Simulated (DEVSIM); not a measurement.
# illuminated Si n-on-p cell, one wavelength

Device: illuminated Si n-on-p cell, one wavelength, at 300 K.

| layer (left to right) | material | thickness (μm) | Nd (cm⁻³) | Na (cm⁻³) | τn (s) | τp (s) | absorption coefficient (cm⁻¹) |
|---|---|---|---|---|---|---|---|
| 1 | Si | 0.0550 | 2.8e18 | - | 0.00034 | 2.3e-5 | 2600 |
| 2 | Si | 260 | - | 1.9e17 | 0.00095 | 0.00095 | 2600 |

Left contact: ohmic, minority hole recombination velocity 1e5 cm/s. Right contact: ohmic, minority electron recombination velocity 10 cm/s. Voltage is applied to the left contact. Recombination: SRH at mid-gap, radiative, Auger. Light enters at the left, 2.9e18 photons cm⁻² s⁻¹, one pass, no reflection. Mobility is μmin + (μ − μmin)/(1 + (N/Nref)^α).

The device is made up for the run: typed textbook-type constants, with dimensions and the other settings drawn at random. Values at 300 K.

| parameter | Si |
|---|---|
| gap (eV) | 1.124 |
| affinity (eV) | 4.05 |
| permittivity | 11.7 |
| Nc (cm⁻³) | 2.86e19 |
| Nv (cm⁻³) | 3.1e19 |
| μn (cm²/Vs) | 1417 |
| μp (cm²/Vs) | 470 |
| μn,min | 52 |
| μp,min | 45 |
| Nref,n | 9.7e16 |
| Nref,p | 2.2e17 |
| αn | 0.68 |
| αp | 0.72 |
| B (cm³/s) | 4.7e-15 |
| Cn (cm⁶/s) | 2.8e-31 |
| Cp (cm⁶/s) | 9.9e-32 |

Simulated with DEVSIM: 1D drift-diffusion, Boltzmann statistics, complete ionisation; no tunnelling, impact ionisation, image-force lowering or self-heating.

The potential step across the device at zero bias is 0.932 V and the largest field in the device at zero bias is 220000 V/cm. The dark forward voltage at 1 A/cm² comes out as 0.733 V. The dark forward voltage at 100 A/cm² is 0.978 V and the short-circuit current comes out as 463 mA/cm². The open-circuit voltage is 0.709 V and the fill factor is 0.84. The largest power is 277 mW/cm² and the share of generated pairs collected at short circuit is 0.996.

Current under light (generator sign):

| V (V) | J (mA/cm²) |
|---|---|
| 0.00 | 463 |
| 0.10 | 463 |
| 0.22 | 463 |
| 0.32 | 463 |
| 0.44 | 463 |
| 0.56 | 461 |
| 0.58 | 459 |
| 0.60 | 455 |
| 0.62 | 447 |
| 0.64 | 429 |
| 0.66 | 389 |
| 0.68 | 306 |
| 0.70 | 130 |
| 0.72 | -229 |

Dark forward current:

```json
[
 {"V (V)": "-0.20", "J (A/cm²)": "-1.3e-9"},
 {"V (V)": "-0.25", "J (A/cm²)": "-9.2e-9"},
 {"V (V)": "-0.35", "J (A/cm²)": "-4.3e-7"},
 {"V (V)": "-0.40", "J (A/cm²)": "-3.0e-6"},
 {"V (V)": "-0.50", "J (A/cm²)": "-0.00014"},
 {"V (V)": "-0.55", "J (A/cm²)": "-0.00099"},
 {"V (V)": "-0.65", "J (A/cm²)": "-0.047"},
 {"V (V)": "-0.70", "J (A/cm²)": "-0.32"},
 {"V (V)": "-0.80", "J (A/cm²)": "-7.1"},
 {"V (V)": "-0.85", "J (A/cm²)": "-18"},
 {"V (V)": "-0.95", "J (A/cm²)": "-75"},
 {"V (V)": "-1.00", "J (A/cm²)": "-120"},
 {"V (V)": "-1.10", "J (A/cm²)": "-260"},
 {"V (V)": "-1.15", "J (A/cm²)": "-340"},
 {"V (V)": "-1.25", "J (A/cm²)": "-520"},
 {"V (V)": "-1.30", "J (A/cm²)": "-630"},
 {"V (V)": "-1.40", "J (A/cm²)": "-850"},
 {"V (V)": "-1.45", "J (A/cm²)": "-980"},
 {"V (V)": "-1.55", "J (A/cm²)": "-1200"},
 {"V (V)": "-1.60", "J (A/cm²)": "-1400"}
]
```
